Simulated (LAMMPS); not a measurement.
Simulation of a melt made from GaAs (zinc blende), 216 atoms, at 2100 K and 0 GPa, brought to that temperature within a few picoseconds.

Level of theory: classical MD, pair style bop, file GaAs.bop.table, run in LAMMPS.

| frequency (THz) | spectral density (1/THz), total | spectral density (1/THz), As | spectral density (1/THz), Ga |
|---|---|---|---|
| 0.07500 | 0.1408 | 0.0682 | 0.0726 |
| 0.3750 | 0.1528 | 0.0764 | 0.0763 |
| 0.6750 | 0.1558 | 0.0801 | 0.0757 |
| 0.9750 | 0.1555 | 0.0805 | 0.0750 |
| 1.275 | 0.1513 | 0.0784 | 0.0729 |
| 1.575 | 0.1417 | 0.0740 | 0.0677 |
| 1.875 | 0.1344 | 0.0697 | 0.0647 |
| 2.175 | 0.1269 | 0.0650 | 0.0619 |
| 2.475 | 0.1141 | 0.0570 | 0.0570 |
| 2.775 | 0.1053 | 0.0525 | 0.0528 |
| 3.075 | 0.1044 | 0.0522 | 0.0522 |
| 3.375 | 0.1019 | 0.0504 | 0.0515 |
| 3.675 | 0.0985 | 0.0489 | 0.0497 |
| 3.975 | 0.0996 | 0.0486 | 0.0510 |
| 4.275 | 0.1012 | 0.0501 | 0.0511 |
| 4.575 | 0.1007 | 0.0495 | 0.0512 |
| 4.875 | 0.1006 | 0.0463 | 0.0542 |
| 5.175 | 0.1036 | 0.0473 | 0.0563 |
| 5.475 | 0.1058 | 0.0498 | 0.0560 |
| 5.775 | 0.1054 | 0.0506 | 0.0547 |
| 6.075 | 0.1050 | 0.0511 | 0.0539 |
| 6.375 | 0.1021 | 0.0506 | 0.0515 |
| 6.675 | 0.0972 | 0.0477 | 0.0495 |
| 6.975 | 0.0914 | 0.0445 | 0.0469 |
| 7.275 | 0.0869 | 0.0441 | 0.0429 |
| 7.575 | 0.0810 | 0.0410 | 0.0399 |
| 7.875 | 0.0731 | 0.0359 | 0.0372 |
| 8.175 | 0.0624 | 0.0306 | 0.0318 |
| 8.475 | 0.0508 | 0.0253 | 0.0255 |
| 8.775 | 0.0396 | 0.0199 | 0.0197 |
| 9.075 | 0.0307 | 0.0154 | 0.0153 |
| 9.375 | 0.0246 | 0.0125 | 0.0121 |
| 9.675 | 0.0194 | 0.0100 | 0.0095 |
| 9.975 | 0.0158 | 0.0081 | 0.0077 |
| 10.27 | 0.0129 | 0.0066 | 0.0063 |
| 10.57 | 0.0107 | 0.0055 | 0.0052 |
| 10.88 | 0.0089 | 0.0047 | 0.0042 |
| 11.18 | 0.0076 | 0.0040 | 0.0036 |
| 11.48 | 0.0064 | 0.0033 | 0.0031 |
| 11.77 | 0.0054 | 0.0028 | 0.0026 |
| 12.07 | 0.0048 | 0.0025 | 0.0023 |
| 12.38 | 0.0043 | 0.0023 | 0.0020 |
| 12.68 | 0.0037 | 0.0020 | 0.0018 |
| 12.98 | 0.0032 | 0.0017 | 0.0015 |
| 13.27 | 0.0027 | 0.0014 | 0.0013 |
| 13.57 | 0.0024 | 0.0013 | 0.0011 |
| 13.88 | 0.0021 | 0.0011 | 0.0010 |
| 14.18 | 0.0018 | 0.0009 | 0.0008 |
| 14.48 | 0.0015 | 0.0008 | 0.0007 |
| 14.77 | 0.0013 | 0.0007 | 0.0006 |

The data show:
- state found: liquid
- mean frequency of the velocity spectrum: 4.2 THz
